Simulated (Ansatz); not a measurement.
The reference is Pd in the fcc (Cu type) structure (space group Fm-3m, No. 225; a = 3.878 Å; relaxed with 0.1 eV smearing). Axes: x, y, z lie along the cube axes.

The change: uniaxial strain ε_yy = +3.65 %, all other strain components held at zero, atoms relaxed at fixed cell.

Levels (all Ansatz, a first-principles code, PAW): PBEsol (420 eV, no spin-orbit coupling); r2SCAN (500 eV, no SOC).

The geometry is relaxed with PBEsol.

PBEsol pressure: -6.5 GPa

### Question
How does going to r2SCAN change the pressure?

### Answer
The pressure rises by 4.7 GPa (-6.5 GPa → -1.8 GPa).

Single points use the geometry relaxed with PBEsol. Their cutoffs differ, which shifts pressures a little. No phonon test of stability was made. All final runs are without spin polarisation. Pd lies near a magnetic instability that expansion can trigger; it was not tested. Pd has a high density of states at the Fermi level and may be magnetic at this level.
